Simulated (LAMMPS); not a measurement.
Al (fcc) at 100 K and zero pressure, started from the crystal, with several potentials, in cells of their own sizes.

Models:
- EAM-type AlCu.adp: classical MD, pair style adp, file AlCu.adp (LAMMPS); Apostol and Mishin, Phys Rev B 83, 054116 (2011)
- EAM-type AlCu.eam.alloy: classical MD, pair style eam/alloy, file AlCu.eam.alloy (LAMMPS); Cai and Ye, Phys Rev B, 54, 8398-8410 (1996)
- EAM-type AlFe_mm.eam.fs: classical MD, pair style eam/fs, file AlFe_mm.eam.fs (LAMMPS); Mendelev, Srolovitz, Ackland and Han, J Mater Res 20, 208-218 (2005)
- EAM-type Al_jnp.eam: classical MD, pair style eam, file Al_jnp.eam (LAMMPS); Jacobsen, Norskov and Puska, Phys Rev B, 35, 7423 (1987)
- EAM-type Al_mm.eam.fs: classical MD, pair style eam/fs, file Al_mm.eam.fs (LAMMPS)
- EAM-type Al_zhou.eam.alloy: classical MD, pair style eam/alloy, file Al_zhou.eam.alloy (LAMMPS); Zhou et al, Acta Mater, 49, 4005 (2001)
- EAM-type NiAlH_jea.eam.alloy: classical MD, pair style eam/alloy, file NiAlH_jea.eam.alloy (LAMMPS); Moody and Baskes, Modell Sim Mater Sci Eng, 3, 289-307 (1995)
- MEAM AlSiMgCuFe.meam: classical MD, pair style meam, file AlSiMgCuFe.meam (LAMMPS); Jelinek, Groh, Horstemeyer, Houze, Kim, Wagner, Moitra and Baskes, Phys Rev B, 85, 245102 (2012)
- MEAM MoCoNiVFeAlCr_2nn.meam: classical MD, pair style meam, file MoCoNiVFeAlCr_2nn.meam (LAMMPS); Wang, J., Kwon, H., Kim, H.S. et al. A neural network model for high entropy alloy design. npj Comput Mater 9, 60 (2023).
- MEAM library.meam-Al: classical MD, pair style meam, file library.meam (library.meam-Al) (LAMMPS); Baskes, Phys Rev B, 46, 2727-2742 (1992)
- bond-order AlCu.bop.table: classical MD, pair style bop, file AlCu.bop.table (LAMMPS); Zhou, Ward, and Foster, Phys. Chem. Chem. Phys., under consideration

```json
[
 {"potential": "bond-order AlCu.bop.table", "state": "crystal; no diffusion seen in 15 ps", "volume": "16.6255 ± 0.0004 Å³/atom", "first peak of g(r)": "2.86 Å, height 12.3", "coordination number": "12.0 (counted to 3.46 Å)", "mean phonon frequency": "6.4 THz", "rough cost (ms per atom and simulated ps)": "10 to 30"},
 {"potential": "EAM-type AlCu.adp", "state": "crystal; no diffusion seen in 30 ps", "volume": "16.6588 ± 0.0001 Å³/atom", "first peak of g(r)": "2.86 Å, height 11.9", "coordination number": "12.0 (counted to 3.46 Å)", "mean phonon frequency": "6.1 THz", "rough cost (ms per atom and simulated ps)": "1 to 3"},
 {"potential": "EAM-type AlCu.eam.alloy", "state": "crystal; no diffusion seen in 30 ps", "volume": "16.7443 ± 0.0001 Å³/atom", "first peak of g(r)": "2.86 Å, height 10.4", "coordination number": "12.0 (counted to 3.46 Å)", "mean phonon frequency": "5.3 THz", "rough cost (ms per atom and simulated ps)": "1 to 3"},
 {"potential": "EAM-type AlFe_mm.eam.fs", "state": "crystal; no diffusion seen in 30 ps", "volume": "16.4923 ± 0.0001 Å³/atom", "first peak of g(r)": "2.86 Å, height 12.4", "coordination number": "12.0 (counted to 3.46 Å)", "mean phonon frequency": "6.3 THz", "rough cost (ms per atom and simulated ps)": "0.3 to 1"},
 {"potential": "EAM-type Al_jnp.eam", "state": "crystal; no diffusion seen in 30 ps", "volume": "15.9431 ± 0.0001 Å³/atom", "first peak of g(r)": "2.82 Å, height 12.0", "coordination number": "12.0 (counted to 3.38 Å)", "mean phonon frequency": "6.3 THz", "rough cost (ms per atom and simulated ps)": "0.3 to 1"},
 {"potential": "EAM-type Al_mm.eam.fs", "state": "crystal; no diffusion seen in 30 ps", "volume": "16.6793 ± 0.0001 Å³/atom", "first peak of g(r)": "2.86 Å, height 11.6", "coordination number": "12.0 (counted to 3.46 Å)", "mean phonon frequency": "5.9 THz", "rough cost (ms per atom and simulated ps)": "1 to 3"},
 {"potential": "EAM-type Al_zhou.eam.alloy", "state": "crystal; no diffusion seen in 30 ps", "volume": "17.1076 ± 0.0001 Å³/atom", "first peak of g(r)": "2.89 Å, height 10.3", "coordination number": "12.0 (counted to 3.46 Å)", "mean phonon frequency": "5.3 THz", "rough cost (ms per atom and simulated ps)": "3 to 10"},
 {"potential": "EAM-type NiAlH_jea.eam.alloy", "state": "crystal; no diffusion seen in 30 ps", "volume": "16.7546 ± 0.0001 Å³/atom", "first peak of g(r)": "2.87 Å, height 10.2", "coordination number": "12.0 (counted to 3.46 Å)", "mean phonon frequency": "5.2 THz", "rough cost (ms per atom and simulated ps)": "0.3 to 1"},
 {"potential": "MEAM AlSiMgCuFe.meam", "state": "crystal; no diffusion seen in 30 ps", "volume": "16.6779 ± 0.0001 Å³/atom", "first peak of g(r)": "2.86 Å, height 12.9", "coordination number": "12.0 (counted to 3.46 Å)", "mean phonon frequency": "6.8 THz", "rough cost (ms per atom and simulated ps)": "10 to 30"},
 {"potential": "MEAM MoCoNiVFeAlCr_2nn.meam", "state": "crystal; no diffusion seen in 30 ps", "volume": "16.6406 ± 0.0003 Å³/atom", "first peak of g(r)": "2.86 Å, height 12.3", "coordination number": "12.0 (counted to 3.46 Å)", "mean phonon frequency": "6.2 THz", "rough cost (ms per atom and simulated ps)": "3 to 10"},
 {"potential": "MEAM library.meam-Al", "state": "crystal; no diffusion seen in 30 ps", "volume": "16.6581 ± 0.0001 Å³/atom", "first peak of g(r)": "2.86 Å, height 12.0", "coordination number": "12.0 (counted to 3.46 Å)", "mean phonon frequency": "6.2 THz", "rough cost (ms per atom and simulated ps)": "1 to 3"}
]
```

Costs are rough: whole-run CPU time with set-up and analysis, from shared machines, in bands a factor of about three wide.

Caution: the potential EAM-type AlFe_mm.eam.fs is made for dilute Fe in Al.

Caution: the potential EAM-type NiAlH_jea.eam.alloy is made for Ni, Ni3Al and hydrogen in them.

Caution: the potential MEAM library.meam-Al is a first-neighbour MEAM set with a 4 Å cutoff, used here without a parameter file and away from the static properties it was fitted to.

States go by the mean squared displacement: a species diffuses where it passes 1.5 Å², still rises and gives D over 1e-6 cm²/s; a crystal has left its structure where atoms lie 0.35 Å off their sites on average or a cubic box changes its shape by 3 %, or the axial ratios of another lie 8 % off the starting cell's, which the potential's own relaxation can also do.

Uncertainties are statistical and leave out the potential's own error.
